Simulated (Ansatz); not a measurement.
Data:

```xyz
4
Lattice="3.2106 0.0000 0.0000 1.6053 2.7804 0.0000 0.0000 0.0000 5.2458" Properties=species:S:1:pos:R:3 pbc="T T T"
Zn     1.6053     0.9268     0.0163
Zn     3.2106     1.8536     2.6392
O      1.6053     0.9268     1.9876
O      3.2106     1.8536     4.6105
```

No spin polarisation.

Computed with Ansatz (a program for electronic structure) PBEsol, spin-orbit coupling left out. k-mesh 12×12×7 (Γ-centred); smearing 0.05 eV (Fermi–Dirac).

What mean in-plane stress (compression positive) does the calculation give?

+1.3 GPa.

What is the computed valence-band top at Γ (three highest levels, from the VBM)?

0.00, 0.00, -0.10 eV.

What band gap does the calculation give?

0.70 eV.

Estimate the width of the top valence band.

1.86 eV.

The cells carry an imposed strain or load. No phonon test of stability was made. The cell was made from ZnO in the wurtzite structure (space group P6_3mc, No. 186) by this change: biaxial strain −0.60 %, plane normal [001], relaxed out of plane.
